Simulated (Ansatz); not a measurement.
**A constructed model of the (111) surface of fcc Pd, a layer of Ti in place of the third plane (bottom of the slab: a bare face, its two planes held)**

Level of theory: PBE (plane waves to 420 eV, PAW; Ansatz, an electronic-structure program).

Model: 6-atom slab, 11.6 Å thick at the start, 15x15x1 mesh, Fermi-Dirac 0.1 eV, dipole correction, 2 atoms held, the rest relaxed; symmetry of the start imposed; no spin, no spin-orbit, no U. In PBE it lies 0.14 eV a 1x1 cell over the lowest computed structure of the same composition (a layer of Ti in place of the second plane).

```yaml
work_function_of_the_top_face: 5.35 eV
energy_released_by_relaxation: 0.31 eV
cost: around 2.9 core-minutes (rough)
```
